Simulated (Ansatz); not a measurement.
Ansatz (a program for electronic structure) run on Sr₄Bi₂O (I4mm, 7 atoms in the cell): self-consistent single point.

Level of theory: PBEsol, default PAW files made with PBE (plane waves; Ansatz).

```
Sr4Bi2O
1.0
   -2.50747     2.50747     8.79961
    2.50747    -2.50747     8.79961
    2.50747     2.50747    -8.79961
Sr Bi O
4 2 1
Direct
  0.83781   0.83781   0.00000
  0.17023   0.17023   0.00000
  0.99808   0.49808   0.50000
  0.49808   0.99808   0.50000
  0.63778   0.63778   0.00000
  0.36026   0.36026   0.00000
  0.99020   0.99020   0.00000
```

Reference input (self-consistent single point, DFT, PBEsol, plane waves, default PAW files made with PBE): basis.ecutwfc = 420 eV; kpoints.mp_grid.grid = 5 5 5; hamiltonian.xc = pbesol; hamiltonian.pseudopotentials = {kind: paw} (the program's default PAW files); scf.occupations.method = fermi_dirac; scf.occupations.width = 0.02 eV. This run's input differs from it in these lines:

Ansatz 0.2 input:
```diff
@@ -18,3 +18,4 @@
   mp_grid:
-    grid: [5, 5, 5]
+    grid: [10, 10, 10]
+    shift: [0.5, 0.5, 0.5]
 hamiltonian:
```

Output, abridged:

```
SCF iter   1: F=—  HF=-39021.904381 eV  |F-HF|=—  |Δ(HF+E_count)|=         —  Δρ=7.68e-3  dr2=1.46e-1  ethr=1.77e-3  ⟨swp⟩=13.5  Hψ=26472  notcnv=0  defer=2
all-band conjugate gradients solve this SCF's bands
preconditioner: auto → Resta (q_TF=auto, 2.283 Å⁻¹)
SCF iter   2: F=—  HF=-39021.882039 eV  |F-HF|=—  |Δ(HF+E_count)|=   2.23e-2  Δρ=4.08e-3  dr2=2.64e-2  ethr=1.93e-4  ⟨swp⟩=3.0  Hψ=8801  notcnv=0  defer=239
   [... lines left out ...]
SCF iter   4: F=—  HF=-39021.876399 eV  |F-HF|=—  |Δ(HF+E_count)|=   5.80e-4  Δρ=1.67e-4  dr2=1.27e-4  ethr=4.16e-6  ⟨swp⟩=2.0  Hψ=5399  notcnv=0  defer=244
SCF iter   5: F=—  HF=-39021.876389 eV  |F-HF|=—  |Δ(HF+E_count)|=   1.00e-5  Δρ=5.90e-5  dr2=1.16e-5  ethr=1.67e-7  ⟨swp⟩=2.0  Hψ=7181  notcnv=0  defer=244
SCF iter   6: F=—  HF=-39021.876609 eV  |F-HF|=—  |Δ(HF+E_count)|=   2.19e-4  Δρ=1.95e-5  dr2=1.07e-6  ethr=1.53e-8  ⟨swp⟩=2.0  Hψ=7896  notcnv=0  defer=244
SCF iter   7: F=-39021.876609 eV  HF=-39021.876609 eV  |F-HF|=1.43e-9  |Δ(HF+E_count)|=   3.00e-7  Δρ=5.04e-6  dr2=7.65e-8  ethr=1.32e-10  ⟨swp⟩=11.8  Hψ=26498  notcnv=0
SCF 1 converged in 7 iterations: F = -39021.876609 eV  dr2 = 7.65e-8
Free energy (F): -39021.876609 eV
Internal energy: -39021.876609 eV  (E = F + TS)
E sigma→0 (E₀):  -39021.876609 eV
Fermi energy:    8.510520 eV
--- Forces (eV/Å), atoms counted from 1 ---
  atom   1  Sr     0.00000000    -0.00000000    -0.07811385
  atom   2  Sr    -0.00000000     0.00000000     0.01076779
  atom   3  Sr     0.00000000     0.00000000     0.05191901
  atom   4  Sr    -0.00000000    -0.00000000     0.05191901
  atom   5  Bi    -0.00000000    -0.00000000    -0.00251795
  atom   6  Bi    -0.00000000    -0.00000000     0.06280038
  atom   7  O      0.00000000    -0.00000000    -0.09675618
--- Stress (GPa, compression-positive) ---
       -1.118066       0.000000      -0.000000
        0.000000      -1.118066       0.000000
       -0.000000      -0.000000      -0.966381
  P = ⅓ Tr σ = -1.0675 GPa (-10.675 kbar)
  The stress holds the Pulay correction. Without it, at fixed plane waves, as pw.x and ABINIT print it: P = -1.1361 GPa
```

The run converged in 7 iterations. Against the reference run the free energy falls by 2.1 meV/atom, the pressure moves little (-1.06 to -1.07 GPa), the largest force hardly changes (0.096 to 0.097 eV/Å) and the gap on the mesh hardly changes (0.876 to 0.867 eV).

The starting cell comes from a database of computed structures (which also holds hypothetical and non-ambient phases and stackings), without a prior relaxation at this level. Its lattice was rescaled by up to half a per cent. One atom was moved a little off its site on purpose. Spin-orbit coupling is off. Ansatz's pressure includes its estimate of the finite-basis (Pulay) stress. Another mesh or the band path of this cell gives a smaller gap, so this value is not converged in the mesh.

Cost on one core of a shared machine: roughly 2 min.
